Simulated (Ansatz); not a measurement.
Start from Ru in the hcp (Mg type) structure (space group P6_3/mmc, No. 194; a = 2.704 Å, c = 4.263 Å; relaxed with 0.1 eV smearing). Axes: x lies along a and z along c of the hexagonal cell.

All numbers come from Ansatz (a first-principles code) r2SCAN, spin-orbit coupling left out.

For the base:

- Pressure: 0.0 GPa
- Shortest interatomic distance: 4.993 bohr

Modification: uniaxial strain ε_xx = −1.00 %, all other strain components held at zero, atoms relaxed at fixed cell.

Task: What happens to the pressure?

Result: The pressure (mean of the normal stresses, compression positive) goes from zero to 3.4 GPa.

Task: Predict the new shortest interatomic distance.

Result: The shortest interatomic distance shrinks by 0.011 bohr, from 4.993 bohr to 4.982 bohr.

Task: What does the calculation give for the energy relative to the base after the change?

Result: The energy goes up by 2.6 meV/atom.

Whether these cells are dynamically stable was not tested. All final runs are without spin polarisation.
